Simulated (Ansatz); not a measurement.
Task: Name crystals whose logarithmic mean phonon energy lies between 15.5 and 24 meV and whose electron-phonon coupling λ lies between 0.34 and 0.53, by PBEsol, DFPT electron-phonon coupling, linearised Boltzmann equation (Ansatz, a quantum-chemistry and plane-wave program).

Result: Many crystals can fit; among those computed here:
- TaSi$_{2}$ (P6_422): 23 meV, 0.38
- HfRh$_{3}$ (Pm-3m): 18.3 meV, 0.38
- Ti6O (P-31m): 21 meV, 0.37
- YAl2 (Fd-3m): 21 meV, 0.40
- LaS (Fm-3m): 15.5 meV, 0.34

Metals; harmonic phonons. Halving the electron mesh moves these values by up to 3 %; q meshes are mostly untested. Some of the runs warned that the eigensolver left states short of its tolerance. Spin-orbit coupling is left out.

Formula and space group known from diffraction (Crystallography Open Database), not checked to be the room-temperature form: HfRh3 (Pm-3m), LaS (Fm-3m), Ti6O (P-31m). The missing spin-orbit coupling matters most for HfRh3 (Pm-3m), TaSi2 (P6_422).
